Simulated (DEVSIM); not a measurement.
Device: Mo/SiO2/n-Si capacitor, at 300 K.

Layer 1 from the left is SiO2, thickness (nm) 4.90. Layer 2 from the left is Si, thickness (nm) 17000, Nd (cm⁻³) 5.5e13.

Metal gate on the left, work function 4.6 eV. Fixed charge at the semiconductor interface 0 cm⁻² (in units of +e); no interface traps.

The device is made up for the run: typed textbook-type constants, with dimensions and the other settings drawn at random. Values at 300 K.

SiO2: gap (eV) 9, affinity (eV) 0.9, permittivity 3.9. Si: gap (eV) 1.124, affinity (eV) 4.05, permittivity 11.7, Nc (cm⁻³) 2.86e19, Nv (cm⁻³) 3.1e19.

**Question.** Estimate by hand the flat-band voltage, the threshold voltage, and compare with a numerical solution.

**Answer.** 
- Flat-band voltage: C = 0.705 μF/cm², work-function difference 0.210 V; VFB = φms − qNf/C = 0.21 V; numerical 0.21 V.
- Threshold voltage: φF = 0.221 V, depletion charge √(4εqNφF) = 2.84e-9 C/cm²; VT = VFB − 2φF − Qd/C = -0.24 V; numerical -0.24 V.

DEVSIM, 1D Poisson equation in equilibrium, Boltzmann statistics, complete ionisation; no quantum confinement or tunnelling. Metal contacts follow the ideal Schottky-Mott rule: no Fermi-level pinning, no interface dipoles.
